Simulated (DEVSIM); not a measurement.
System: illuminated Si n-on-p cell, one wavelength, at 400 K.

| layer (left to right) | material | thickness (μm) | Nd (cm⁻³) | Na (cm⁻³) | τn (s) | τp (s) | absorption coefficient (cm⁻¹) |
|---|---|---|---|---|---|---|---|
| 1 | Si | 0.0660 | 1.2e18 | - | 1.1e-8 | 2.9e-8 | 13000 |
| 2 | Si | 39.0 | - | 4.9e15 | 3e-7 | 3e-7 | 13000 |

Left contact: ohmic, minority hole recombination velocity 8000 cm/s. Right contact: ohmic, minority electron recombination velocity 2e6 cm/s. Voltage is applied to the left contact. Recombination: SRH at mid-gap, radiative, Auger. Gap narrowing is on: ΔEg = 6.92 meV × (l + √(l² + 0.5)), l = ln(N/1.3e17 cm⁻³), shared equally by both band edges. Light enters at the left, 1.1e17 photons cm⁻² s⁻¹, one pass, no reflection. Mobility is μmin + (μ − μmin)/(1 + (N/Nref)^α).

This is a model device: material constants are rounded textbook-type values typed into the input, and sizes, dopings and lifetimes were drawn at random. Values at 300 K; Nc and Nv go as T^1.5, mobilities as T to minus their exponent, the gap by Varshni's rule with the affinity fixed.

| parameter | Si |
|---|---|
| gap (eV) | 1.124 |
| affinity (eV) | 4.05 |
| permittivity | 11.7 |
| Nc (cm⁻³) | 2.86e19 |
| Nv (cm⁻³) | 3.1e19 |
| μn (cm²/Vs) | 1417 |
| μp (cm²/Vs) | 470 |
| μn,min | 52 |
| μp,min | 45 |
| Nref,n | 9.7e16 |
| Nref,p | 2.2e17 |
| αn | 0.68 |
| αp | 0.72 |
| T exponent of μn | 2.3 |
| T exponent of μp | 2.2 |
| B (cm³/s) | 4.7e-15 |
| Cn (cm⁶/s) | 2.8e-31 |
| Cp (cm⁶/s) | 9.9e-32 |
| Varshni α (eV/K) | 0.000473 |
| Varshni β (K) | 636 |

DEVSIM, 1D drift-diffusion, Boltzmann statistics, complete ionisation; no tunnelling, impact ionisation, image-force lowering or self-heating.

The recombination velocity at the right contact was swept, all else fixed.

| recombination velocity at the right contact (cm/s) | fill factor | largest power (mW/cm²) | open-circuit voltage (V) | dark forward voltage at 1 A/cm² (V) |
|---|---|---|---|---|
| 10 | 0.63 | 2.87 | 0.261 | 0.418 |
| 100 | 0.63 | 2.86 | 0.261 | 0.418 |
| 1000 | 0.63 | 2.86 | 0.261 | 0.416 |
| 10000 | 0.63 | 2.81 | 0.258 | 0.411 |
| 1e5 | 0.62 | 2.75 | 0.255 | 0.406 |
| 1e6 | 0.62 | 2.74 | 0.254 | 0.406 |
| 2e6 | 0.62 | 2.74 | 0.254 | 0.405 |
| 1e7 | 0.62 | 2.74 | 0.254 | 0.405 |

From the first row to the last the fill factor goes from 0.63 to 0.62. From the first row to the last the largest power goes from 2.87 to 2.74.
